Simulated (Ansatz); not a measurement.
# NaLiCdS$_{2}$ (space group P3m1, No. 156; a cell from a computed database, its experimental status unchecked)

```
NaLiCdS2
1.0
    4.09299     0.00000     0.00000
   -2.04650     3.54463     0.00000
    0.00000     0.00000     6.91581
Na Li Cd S
1 1 1 2
Cartesian
  0.00000   2.36309   6.73142
  2.04650   1.18154   4.58416
  0.00000   0.00000   2.63014
  2.04650   1.18154   1.68055
  0.00000   0.00000   5.12116
```

Method: PBEsol (Ansatz, a first-principles code, PAW, no SOC). k-mesh 9×9×5 (Γ-centred); smearing 0.05 eV (Fermi–Dirac).

| Quantity | Value |
|---|---|
| Volume per atom | 20.07 Å³ |
| Density | 3.42 g/cm³ |
| Band gap | 1.62 eV, direct at Γ |
| Electron mass | 0.22 mₑ along c, 0.17 mₑ across |
| Lowest conduction-band minima above the VBM | Γ 1.62 eV |
| Total energy | -2327.561 eV/atom (σ→0; compares only within this code and set-up) |

Effective masses come from finite differences of ±0.01 Å⁻¹. No phonon test of stability was made.
